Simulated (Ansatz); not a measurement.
The parent structure is SnSe in the GeS type structure (space group Pnma, No. 62; a = 11.5358 Å, b = 4.1209 Å, c = 4.5782 Å; layered, stacked along the Cartesian x axis).

Level of theory: Ansatz (a quantum-chemistry and plane-wave program) r2SCAN+rVV10, no SOC.

For the base:

```
Quantity   Result
--------  -------
Band gap  0.89 eV
```

It is then changed as follows: a free-standing slab of 2 layers (8 atoms, 4 a layer) is cut normal to the stacking axis, with 15 Å of vacuum and the in-plane cell relaxed.

Question: Predict the new band gap and gap character.

Answer: The band gap increases by 0.276 eV, from 0.89 eV to 1.16 eV; the gap character is indirect, k = (0, 0.429, 0) in the run's primitive reciprocal basis → k = (3/8, 0, 0) in the run's primitive reciprocal basis.

No phonon test of stability was made. Labels are those of the standard path for the cell's own space group.
